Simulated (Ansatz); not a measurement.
Y under a change: Y → Nb

The reference is Y in the hcp (Mg type) structure (space group P6_3/mmc, No. 194; a = 3.683 Å, c = 5.698 Å).

One thing is altered: full substitution Y → Nb, then cell and atoms are relaxed.

Computed with r2SCAN (Ansatz, a first-principles code), spin-orbit coupling left out. k-mesh 19×19×9 (Γ-centred); smearing 0.05 eV (Fermi–Dirac), for the changed cell.

- Volume per atom = 18.56 Å³ (base 33.46 Å³)
- Lattice parameter a = 2.859 Å (base 3.683 Å)
- c/a ratio = 1.835 (base 1.547)
- Space group = P6_3/mmc (No. 194) (base P6_3/mmc (No. 194))
- Shortest interatomic distance = 2.859 Å (base 3.555 Å)
- Band gap = zero (base zero)

Whether these cells are dynamically stable was not tested. For Nb in this form, whether it has been made was not checked. The final runs are not spin-polarised. This is not the structure that Nb has at room temperature and ambient pressure.
